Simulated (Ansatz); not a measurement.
We consider fluorite PbF2 (high-temperature phase), described by r²SCAN (plane waves, PAW; Ansatz, a program for electronic structure).

Settings: plane-wave cutoff 500 eV, 12×12×1 k mesh (along the axes of the cell as run), gaussian smearing 0.02 eV, scalar-relativistic PAW data made under PBE.

Q: Predict the ionisation potential of the slab.

A: 
ionisation potential of the slab: 6.69 eV

Spin–orbit coupling is not included; it can shift volumes and moduli of such heavy elements.

Computed values are for the static lattice.

Cost on a shared machine: very roughly 16 core-minutes.
